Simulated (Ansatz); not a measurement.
# A computed series for hypothetical rock salt PdGe: pressure series

Base system: PdGe in the rock salt structure (space group Fm-3m, No. 225; a = 5.2148 Å; a hypothetical phase, not in the database extracts checked).

Cell and atoms are relaxed at each pressure.

All numbers come from PBE (Ansatz, a program for electronic structure; PAW; 420 eV plane waves; without spin-orbit coupling), earlier PAW set.

Notes on the quantities. enthalpy: H = E + PV relative to the base's energy.

| change | shortest interatomic distance | enthalpy | density |
|---|---|---|---|
| base | 4.927 bohr | – | 8.39 g/cm³ |
| pressure −2 GPa | 4.960 bohr | -0.22 eV/atom | 8.22 g/cm³ |
| pressure −1 GPa | 4.943 bohr | -0.11 eV/atom | 8.31 g/cm³ |
| pressure 3 GPa | 4.884 bohr | +0.33 eV/atom | 8.61 g/cm³ |
| pressure 7 GPa | 4.835 bohr | +0.75 eV/atom | 8.87 g/cm³ |
| pressure 15 GPa | 4.756 bohr | +1.57 eV/atom | 9.33 g/cm³ |
| pressure 30 GPa | 4.644 bohr | +3.00 eV/atom | 10.02 g/cm³ |
| pressure 50 GPa | 4.536 bohr | +4.79 eV/atom | 10.75 g/cm³ |
| pressure 75 GPa | 4.435 bohr | +6.87 eV/atom | 11.50 g/cm³ |
| pressure 100 GPa | 4.357 bohr | +8.84 eV/atom | 12.13 g/cm³ |

Load acts through the strain it causes; cell and atoms are relaxed under it. Stability against distortions was not tested. Competing high-pressure phases were not computed. All final runs are without spin polarisation.
